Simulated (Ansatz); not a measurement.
S on a O site (middle of the slab) in a 2x1 cell of the 1x1 (100) surface of monoclinic HfO2 (cut with top plane 2 O)

Host crystal: monoclinic HfO2, with a band gap (PBE, scalar-relativistic without spin-orbit coupling).

Method: PBE (plane waves to 420 eV, PAW; Ansatz, an electronic-structure program).

Set-up: 48 atoms, 9.3 Å thick at the start (thin: gaps and levels are the slab's own); mesh 2x4x1; 0.01 eV smearing; dipole correction on; 4 atoms held, the rest relaxed; no symmetry held; no spin, no spin-orbit, no U.

The formation energy against ½ O2(g), ⅛ S8(g) is 4.95 eV. The gap of the slab on its k-mesh is 3.12 eV. The highest filled level below the top vacuum level comes out as 6.77 eV. The change of the step from the bottom to the top vacuum level, against the clean slab is 0.005 eV and the energy released by relaxation comes out as 3.92 eV. The largest move of a host atom is 0.64 Å.
